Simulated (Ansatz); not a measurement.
Base system: BAs in the zinc blende structure (space group F-43m, No. 216; a = 4.783 Å).

Now apply this change: a hydrostatic pressure of 0.7 GPa.

Method: r2SCAN (Ansatz, a program for electronic structure; PAW; 500 eV plane waves; spin-orbit coupling left out), earlier PAW set.

Base, band edges from the VBM (valence, conduction): X -4.30, 1.62; W -5.41, 5.70; L -1.93, 2.94; Γ 0.00, 3.44; K -3.68, 2.28; U -3.68, 2.28 eV.

Question: Give the band edges at the high-symmetry points of the new zone, measured from its valence-band maximum.

Answer: 
```tsv
point	valence edge (eV)	conduction edge (eV)
Γ	0.00	3.44
X	-4.32	1.61
U	-3.69	2.28
K	-3.69	2.28
L	-1.94	2.97
W	-5.44	5.70
```

The gap is 1.37 eV, indirect, Γ → Γ–X (76 % along).

Load acts through the strain it causes; cell and atoms are relaxed under it. No phonon test of stability was made.
